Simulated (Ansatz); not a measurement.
An Ansatz (a quantum-chemistry and plane-wave program) run: Cu with a change (isotropic strain +3.89 %); PBEsol in Ansatz (plane waves to 420 eV, PAW, spin-orbit coupling left out).

Input:

Ansatz 0.2 input:
```yaml
crystal:
  lattice:
    - [0, 1.8512032644, 1.8512032644]
    - [1.8512032644, 0, 1.8512032644]
    - [1.8512032644, 1.8512032644, 0]
  atoms:
    - { symbol: Cu, position: [0, 0, 0] }
basis: { ecutwfc: 420, ecutrho_ratio: 4, xc_grid: 2, fft_grid_basis: typed }
kpoints: { mp_grid: { grid: [22, 22, 22] } }
hamiltonian:
  xc: pbesol
  dispersion: none
  pseudopotentials: { kind: paw }
scf: { occupations: { method: fermi_dirac, width: 0.05 }, convergence: { dr2_threshold: 0.0000000001 } }
relax: { f_tol: 0.005, max_steps: 50 }
output: { forces: true, stress: true }
checkpoint: { write: state.ck, write_every: 1000 }
```

Output (explanatory and most iteration lines left out):

```
Relaxation: its limit of steps is 50 (relax.max_steps)
Pseudopotential: Cu, paw, valence charge 19
Crystal: 1 atoms, lattice volume = 12.688 Å³
Basis set: ecut = 420 eV, 259 PW (Γ), exchange–correlation on 36×36×36 points (8 copies of the dense FFT grid, shifted against one another)
Bands: 14, of which v1, the nominal top of the filled ones, is band 10 counted from 1 (9 counted from 0)
Symmetry: 48 space group operations
Space group: Fm-3m (ITA 225), of the structure as read, at distance tolerance 2.3e-5 Å
k-points: 328 of 10648
Functional: x = pbesol(κ = 0.804, μ = 0.12345679012345678), c = pbesol(β = 0.046)
SCF iter   1: F=—  HF=-6588.712182 eV  |F-HF|=—  |Δ(HF+E_count)|=         —  Δρ=2.10e-2  dr2=2.99e-2  ethr=1.77e-3  ⟨swp⟩=5.7  Hψ=23115  notcnv=0
SCF iter   2: F=—  HF=-6588.705526 eV  |F-HF|=—  |Δ(HF+E_count)|=   6.66e-3  Δρ=7.34e-4  dr2=1.37e-5  ethr=1.57e-4  ⟨swp⟩=2.8  Hψ=9858  notcnv=0  defer=85
SCF 1 converged in 6 iterations: F = -6588.705568 eV  dr2 = 3.66e-12
relax step   1: F+E_penalty+E_count = -6588.70556841 eV  Δ(F+E_penalty+E_count) = +0.000e0 eV  max|allowed force component| = 0.000e0 eV/Å  Δτ_max = 0.0000 Å  (6 SCF iters, accepted)
SCF converged after 6 iterations
Free energy (F): -6588.705568 eV
Internal energy: -6588.703346 eV  (E = F + TS)
E sigma→0 (E₀):  -6588.704457 eV
Entropy (-TS):   -0.002222 eV (-2.222 meV/atom)
Fermi energy:    15.076430 eV
--- Forces (eV/Å), atoms counted from 1 ---
  atom   1  Cu    -0.00000000     0.00000000     0.00000000
--- Stress (GPa, compression-positive) ---
      -14.465913       0.000000       0.000000
        0.000000     -14.465913       0.000000
        0.000000       0.000000     -14.465913
  P = ⅓ Tr σ = -14.4659 GPa (-144.659 kbar)
--- Relaxed structure (1 steps of the walk, 1 accepted, 0 SCFs on fresh bases) ---
  atoms:
    - { symbol: Cu, position: [0.0, 0.0, 0.0] }
```

Stability against distortions was not tested. All final runs are without spin polarisation. The cell was made from Cu in the fcc (Cu type) structure (space group Fm-3m, No. 225) by this change: isotropic strain +3.89 %.
